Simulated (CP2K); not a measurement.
Worked example: self-consistent single point of MoTe₂ (P1, 6 atoms in the cell) in CP2K.

Method: CP2K with PBEsol, GPW, DZVP-MOLOPT-SR-GTH basis, GTH-PBE potentials (GTH_POTENTIALS).

```yaml
crystal:
  lattice:
    - [3.52000, 0.00000, 0.00000]
    - [-1.76000, 3.04841, 0.00000]
    - [0.00000, 0.00000, 13.96000]
  atoms:
    - { symbol: Te, position: [0.31731, 0.66430, 0.87689] }
    - { symbol: Te, position: [0.66492, 0.33088, 0.38003] }
    - { symbol: Te, position: [0.67162, 0.33122, 0.12090] }
    - { symbol: Te, position: [0.34806, 0.67987, 0.62190] }
    - { symbol: Mo, position: [0.32607, 0.67174, 0.25007] }
    - { symbol: Mo, position: [0.67200, 0.32200, 0.75021] }
```

Reference input (self-consistent single point, DFT PBE, GPW, DZVP-MOLOPT-SR-GTH basis, GTH-PBE potentials (GTH_POTENTIALS)): CUTOFF = 500 Ry; REL_CUTOFF = 60 Ry; SMEAR/METHOD = FERMI_DIRAC; ELECTRONIC_TEMPERATURE = 580.23 K; KPOINTS/SCHEME = MONKHORST-PACK 5 5 1; XC_FUNCTIONAL = PBE; Te/BASIS_SET = DZVP-MOLOPT-SR-GTH-q6; Te/POTENTIAL = GTH-PBE-q6; Mo/BASIS_SET = DZVP-MOLOPT-SR-GTH-q14; Mo/POTENTIAL = GTH-PBE-q14; METHOD = GPW; EPS_DEFAULT = 1e-10. This run's input differs from it in these lines:

```diff
@@ -42,3 +42,6 @@
     &XC
-      &XC_FUNCTIONAL PBE
+      &XC_FUNCTIONAL
+        &PBE
+          PARAMETRIZATION PBESOL
+        &END PBE
       &END XC_FUNCTIONAL
```

The program printed (abridged):

```
 SCF WAVEFUNCTION OPTIMIZATION

  Step     Update method      Time    Convergence         Total energy    Change
     1 NoMix/Diag. 0.20E+00      -     2.12281510      -169.7218907102 -1.70E+02
     2 Broy./Diag. 0.20E+00      -     0.16041275      -172.9687680531 -3.25E+00
     3 Broy./Diag. 0.20E+00      -     0.01934637      -170.2481520125  2.72E+00
     4 Broy./Diag. 0.20E+00      -     0.03162536      -169.1885570393  1.06E+00
     5 Broy./Diag. 0.20E+00      -     0.00859917      -168.9349500980  2.54E-01
     6 Broy./Diag. 0.20E+00      -     0.00663331      -168.8434452136  9.15E-02
   [... 8 lines left out ...]
    15 Broy./Diag. 0.20E+00      -     0.00000043      -168.9255770402  4.65E-06
    16 Broy./Diag. 0.20E+00      -     0.00000046      -168.9255836174 -6.58E-06
    17 Broy./Diag. 0.20E+00      -     0.00000023      -168.9255865271 -2.91E-06
    18 Broy./Diag. 0.20E+00      -     0.00000003      -168.9255869088 -3.82E-07
  *** SCF run converged in    18 steps ***

  Overlap energy of the core charge distribution:               0.00000000024844
  Self energy of the core charge distribution:               -327.81183244679744
  Core Hamiltonian energy:                                     72.41238475838259
  Hartree energy:                                             109.39849659370188
  Exchange-correlation energy:                                -22.92462764591873
  Electronic entropic energy:                                  -0.00000816839934
  Fermi energy:                                                 0.30502554755249

  Total energy:                                              -168.92558690877971
  Total energy (extrapolated to T->0):                       -168.92558282458003

                     Mulliken Population Analysis

   [... lines left out ...]

 STRESS| Analytical stress tensor [bar]
 STRESS|                        x                   y                   z
 STRESS|      x        2.02141703119E+04   8.62204739901E+03   1.30950408871E+04
 STRESS|      y        8.62204739901E+03   3.32771665869E+04   7.63906072552E+03
 STRESS|      z        1.30950408871E+04   7.63906072552E+03   4.17816400266E+04
 STRESS| 1/3 Trace                                             3.17576589751E+04
```

The run converged in 18 iterations. Against the reference run the pressure goes from 5.89 to 3.18 GPa, the largest force hardly changes (1.138 to 1.136 eV/Å) and the gap on the mesh goes from 0.677 to 0.639 eV.

The starting cell has typed, rounded lattice constants, without a prior relaxation at this level. Its atoms were displaced at random from the sites of space group no. 194. Spin-orbit coupling is off. Values carry the incompleteness of an atom-centred basis. The potentials were made for another functional than the one used. With a pressure of about 3 GPa the cell is away from its equilibrium volume at this level. Forces in this geometry exceed 1 eV/Å.

Cost on one core of a shared machine: roughly 2 min.
